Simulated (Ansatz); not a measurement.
C (R-3m, No. 166, 4 atoms in the cell; start COD 1000065; another form than the element's usual one) was calculated with r²SCAN (Ansatz, a program for electronic structure, plane waves, PAW).

Excerpt of the program's output:

```
Relaxation: its limit of steps is 80 (relax.max_steps)
Crystal: 4 atoms, lattice volume = 66.626 Å³
Basis set: ecut = 560 eV, 2017 PW (Γ), FFT grids on a1−a3, a2−a3, a3, exchange–correlation on 60×60×300 points (27 copies of the dense FFT grid, shifted against one another)
Bands: 12, of which v1, the nominal top of the filled ones, is band 8 counted from 1 (7 counted from 0)
Symmetry: 12 space group operations
Space group: R-3m (ITA 166), of the structure as read, at distance tolerance 4.1e-5 Å
k-points: 417 of 4096
Initial density: superposition of atomic densities (chi_scale 0.1, normalization cell)
Functional: x = r2scan, c = r2scan; τ floored in thin density (d = 2e-4 eV/Å³)
SCF iter   1: F=—  HF=-1008.267693 eV  |F-HF|=—  |Δ(HF+E_count)|=         —  Δρ=8.89e-2  dr2=4.54e0  dr2_τ=1.11e0
SCF iter   2: F=—  HF=-1006.670701 eV  |F-HF|=—  |Δ(HF+E_count)|=    1.60e0  Δρ=3.50e-2  dr2=4.62e-1  dr2_τ=1.30e-2
  ...
SCF 1 converged in 7 iterations: F = -1006.625960 eV  dr2 = 5.47e-8
Crystal: 4 atoms, lattice volume = 66.626 Å³
Basis set: ecut = 560 eV, 2041 PW (Γ), FFT grids on a1−a3, a2−a3, a3, exchange–correlation on 60×60×300 points (27 copies of the dense FFT grid, shifted against one another)
Initial density: handed on by an earlier stage of this run
SCF 2 converged in 6 iterations: F = -1006.636459 eV  dr2 = 3.52e-8
Crystal: 4 atoms, lattice volume = 66.626 Å³
Basis set: ecut = 560 eV, 2035 PW (Γ), FFT grids on a1−a3, a2−a3, a3, exchange–correlation on 60×60×300 points (27 copies of the dense FFT grid, shifted against one another)
SCF 3 converged in 6 iterations: F = -1006.638166 eV  dr2 = 6.16e-8
Crystal: 4 atoms, lattice volume = 66.626 Å³
SCF 4 converged in 9 iterations: F = -1006.638169 eV  dr2 = 4.45e-13
Crystal: 4 atoms, lattice volume = 66.626 Å³
SCF 5 converged in 6 iterations: F = -1006.638189 eV  dr2 = 1.84e-9
Crystal: 4 atoms, lattice volume = 66.626 Å³
SCF iter   4: F=—  HF=-1006.638142 eV  |F-HF|=—  |Δ(HF+E_count)|=   9.39e-9  Δρ=2.92e-7  dr2=3.17e-11  dr2_τ=5.28e-12
SCF iter   5: F=-1006.638142 eV  HF=-1006.638142 eV  |F-HF|=2.30e-9  |Δ(HF+E_count)|=   1.26e-9  Δρ=1.23e-7  dr2=2.35e-12  dr2_τ=7.20e-13
SCF 6 converged in 5 iterations: F = -1006.638142 eV  dr2 = 2.35e-12
SCF converged after 5 iterations
Free energy (F): -1006.638142 eV
Internal energy: -1006.638142 eV  (E = F + TS)
E sigma→0 (E₀):  -1006.638142 eV
Fermi energy:    1.723987 eV
--- Forces (eV/Å), atoms counted from 1 ---
  atom   1  C      0.00000000     0.00000000     0.00011248
  atom   2  C     -0.00000000    -0.00000000    -0.00011248
  atom   3  C      0.00000000     0.00000000     0.00018526
  atom   4  C     -0.00000000    -0.00000000    -0.00018526
--- Stress (GPa, compression-positive) ---
        0.007837      -0.000000       0.000000
       -0.000000       0.007837       0.000000
        0.000000       0.000000      -0.001116
  P = ⅓ Tr σ = 0.0049 GPa (0.049 kbar)
```

Task: Write an input file that could have produced this run (the log leaves some choices open).

Result: One answer among several that fit: 
Ansatz 0.2 input:
```yaml
crystal:
  lattice:
    - [1.2359517427, 0.7135770714, 12.5907743083]
    - [-1.2359517427, 0.7135770714, 12.5907743083]
    - [0.0, -1.4271541428, 12.5907743083]
  atoms:
    - { symbol: C, position: [0.047175035, 0.047175035, 0.047175035] }
    - { symbol: C, position: [0.952824965, 0.952824965, 0.952824965] }
    - { symbol: C, position: [0.2861619718, 0.2861619718, 0.2861619718] }
    - { symbol: C, position: [0.7138380282, 0.7138380282, 0.7138380282] }
basis:
  ecutwfc: 560
  ecutrho_ratio: 4
  xc_grid: 3
kpoints:
  mp_grid: { grid: [16, 16, 16] }
hamiltonian:
  xc: r2scan
  dispersion: none
  pseudopotentials: { azcp: { folder: ./paw }, kind: paw }
scf:
  occupations: { method: fermi_dirac, width: 0.01 }
output:
  forces: true
  stress: true
  eigenvalues: true
relax:
  f_tol: 0.004
  escape_saddle: false
  max_steps: 80
  cell: { stress_tol: 0.02, fix: [volume] }
```

The PAW data were made under PBE.

Note: the relaxation could not lower the start's symmetry, so the cell can be a saddle point above a distorted one.
